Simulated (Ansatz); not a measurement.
Effective masses and thermopower of ZnSe under load (space group R3m)

Consider the following.

```yaml
crystal:
  lattice:
    - [-0.01921, 2.81500, 2.81500]
    - [2.81500, -0.01921, 2.81500]
    - [2.81500, 2.81500, -0.01921]
  atoms:
    - { symbol: Zn, position: [0.99940, 0.99940, 0.99940] }
    - { symbol: Se, position: [0.25060, 0.25060, 0.25060] }
```

Calculation: PBE with spin-orbit coupling, rigid bands (plane waves, PAW; Ansatz, a quantum-chemistry and plane-wave program). Condition of this run: biaxial stress in (111) of -0.8 GPa (compression positive) (the target of the relaxation). Cell: cell and atoms relaxed with PBEsol, then loaded as said.

```
Item                                               Result
--------------------------------------------  -----------
band gap                                          1.18 eV
electron conductivity mass (300 K, dilute)       0.107 mₑ
hole conductivity mass (300 K, dilute)            0.62 mₑ
effective density of states N_c (300 K)       8.5e17 cm⁻³
effective density of states N_v (300 K)       1.4e19 cm⁻³
density-of-states mass, electrons                0.104 mₑ
density-of-states mass, holes                     0.69 mₑ
Seebeck coefficient, n-type 1e19 cm⁻³, 300 K     -68 μV/K
Seebeck coefficient, p-type 1e19 cm⁻³, 300 K     288 μV/K
```

Rigid bands; masses and Seebeck coefficients take one relaxation time τ for all states and one kind of carrier; polarons and phonon drag are left out. Geometry: cell and atoms relaxed with PBEsol.
